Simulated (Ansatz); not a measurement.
Band structure of CsH (Pm-3m, 2 atoms in the cell).

```
CsH
1.0
    3.81459     0.00000     0.00000
    0.00000     3.81459     0.00000
    0.00000     0.00000     3.81459
Cs H
1 1
Direct
  0.00000   0.00000   0.00000
  0.50000   0.50000   0.50000
```

Computed with LDA (PW92), default PAW files made with PBE (plane waves; Ansatz, a program for electronic structure).

Settings: basis.ecutwfc = 420 eV; kpoints.mp_grid.grid = 7 7 7; hamiltonian.xc = lda; hamiltonian.pseudopotentials = {kind: paw} (the program's default PAW files); scf.occupations.method = fixed; kpoints.band_path.npoints = 8.

The starting cell comes from a database of computed structures (which also holds hypothetical and non-ambient phases and stackings), without a prior relaxation at this level. Its lattice was rescaled by a random factor within 2.5 % of one.

Problem. Predict the gap along the standard path and the places of the band edges.

Solution. The gap along the path is 2.31 eV, from R to X; the smallest direct gap on it is 2.49 eV.

Levels in eV from the top of the valence band on the path, bands 2 to 8:
```
point      2      3      4      5     6     7     8
-----  -----  -----  -----  -----  ----  ----  ----
Γ      -7.90  -7.90  -7.90  -2.11  3.10  3.10  7.00
X      -9.47  -7.74  -7.74  -0.26  2.31  3.91  5.92
M      -9.15  -9.15  -7.59  -1.31  4.14  6.25  6.45
R      -8.91  -8.91  -8.91   0.00  2.49  2.49  2.49
```

Keys are those of Ansatz 0.2.
